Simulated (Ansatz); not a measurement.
The parent structure is a 12-atom supercell of MgF2 in the rutile structure (space group P4_2/mnm, No. 136; a = 4.6984 Å, c = 3.0928 Å) at its relaxed geometry.

The values are results of plane-wave PAW DFT at the PBE level (Ansatz, a quantum-chemistry and plane-wave program, 420 eV), no spin-orbit coupling, not measurements.

Before the change:

| Quantity | Result |
|---|---|
| Pressure | 0.0 GPa |
| Mean distance from the defect site to its nearest host atoms | 2.02 Å |

The change: one Mg atom is removed, atoms relaxed at fixed cell, starting from a slightly rattled geometry.

Task: What does the calculation give for the pressure and mean distance from the defect site to its nearest host atoms after the change?

Result: The pressure goes from zero to 2.2 GPa; the mean distance from the defect site to its nearest host atoms increases by 0.19 Å, from 2.02 Å to 2.21 Å.

The magnetic state is the one reached from the starting moments; the real material's order can differ, and small cells can't hold many antiferromagnetic ones. In so small a cell the defect repeats every few ångströms: this is an ordered compound, not a dilute defect. The defect cell is spin-polarised and ends with 2.0 μB.
